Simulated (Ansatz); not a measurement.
Strongest site found for several adsorbates on bcc Mo (110).

Level of theory: PBE (plane waves to 420 eV, PAW; Ansatz, a quantum-chemistry and plane-wave program).

Counted are starts at which the adsorbate stayed whole and on top. Thin slabs; no dispersion, zero-point or thermal terms; negative values mean binding.

```
adsorbate, area an adsorbate            reference  bonded to  E_ads (eV)  shortest bond to the host (Å)
----------------------------  -------------------  ---------  ----------  -----------------------------
Zr, 28 Å²                       an atom of hcp Zr       4 Mo  (withheld)                     (withheld)
Y, 28 Å²                         an atom of hcp Y       4 Mo       -0.52                           2.84
C, 14 Å²                      an atom of graphite       4 Mo        0.66                           1.95
Sc, 28 Å²                       an atom of hcp Sc       4 Mo       -0.35                           2.69
N, 28 Å²                                  ½ N2(g)       3 Mo       -1.79                           1.95
C, 28 Å²                      an atom of graphite       4 Mo  (withheld)                     (withheld)
S, 14 Å²                                  ⅛ S8(g)       3 Mo       -2.35                           2.38
S, 28 Å²                                  ⅛ S8(g)       4 Mo       -3.19                           2.38
F, 28 Å²                                  ½ F2(g)       3 Mo       -3.92                           2.13
```

**Question.** Fill in the missing entries.

**Answer.** 
- Zr, 28 Å², E_ads (eV): 0.26
- Zr, 28 Å², shortest bond to the host (Å): 2.62
- C, 28 Å², E_ads (eV): 0.05
- C, 28 Å², shortest bond to the host (Å): 1.97
